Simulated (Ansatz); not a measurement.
Evanescent states of NaCl (Fm-3m, rock salt, 2 atoms a cell, 21.8 Å³ an atom) along the normal of (111)

Level of theory: r2SCAN (plane waves, PAW; Ansatz, a first-principles code).

The gap is the functional's own, uncorrected, and κ follows it; spin-orbit coupling is left out. Mid-gap means the computed energy nearest the middle.

Energies count from the valence-band top; κ is the least over a 12×12 mesh across the current.

```json
[
 {"E (eV)": "0.14", "κ (1/Å)": "0.137", "where": "Γ"},
 {"E (eV)": "0.42", "κ (1/Å)": "0.228", "where": "Γ"},
 {"E (eV)": "0.70", "κ (1/Å)": "0.282", "where": "Γ"},
 {"E (eV)": "0.98", "κ (1/Å)": "0.320", "where": "Γ"},
 {"E (eV)": "1.26", "κ (1/Å)": "0.348", "where": "Γ"},
 {"E (eV)": "1.54", "κ (1/Å)": "(withheld)", "where": "Γ"},
 {"E (eV)": "1.82", "κ (1/Å)": "(withheld)", "where": "Γ"},
 {"E (eV)": "2.10", "κ (1/Å)": "(withheld)", "where": "Γ"},
 {"E (eV)": "2.38", "κ (1/Å)": "(withheld)", "where": "Γ"},
 {"E (eV)": "2.66", "κ (1/Å)": "(withheld)", "where": "Γ"},
 {"E (eV)": "2.94", "κ (1/Å)": "(withheld)", "where": "Γ"},
 {"E (eV)": "3.22", "κ (1/Å)": "(withheld)", "where": "Γ"},
 {"E (eV)": "3.50", "κ (1/Å)": "(withheld)", "where": "Γ"},
 {"E (eV)": "3.78", "κ (1/Å)": "(withheld)", "where": "Γ"},
 {"E (eV)": "4.06", "κ (1/Å)": "(withheld)", "where": "Γ"},
 {"E (eV)": "4.34", "κ (1/Å)": "(withheld)", "where": "Γ"},
 {"E (eV)": "4.62", "κ (1/Å)": "0.333", "where": "Γ"},
 {"E (eV)": "4.90", "κ (1/Å)": "0.307", "where": "Γ"},
 {"E (eV)": "5.18", "κ (1/Å)": "0.273", "where": "Γ"},
 {"E (eV)": "5.46", "κ (1/Å)": "0.229", "where": "Γ"},
 {"E (eV)": "5.74", "κ (1/Å)": "0.165", "where": "Γ"}
]
```

Problem. Complete the blanks.

Solution. 
- 1.54, κ (1/Å): 0.369
- 1.82, κ (1/Å): 0.385
- 2.10, κ (1/Å): 0.396
- 2.38, κ (1/Å): 0.402
- 2.66, κ (1/Å): 0.405
- 2.94, κ (1/Å): 0.405
- 3.22, κ (1/Å): 0.402
- 3.50, κ (1/Å): 0.395
- 3.78, κ (1/Å): 0.385
- 4.06, κ (1/Å): 0.372
- 4.34, κ (1/Å): 0.355
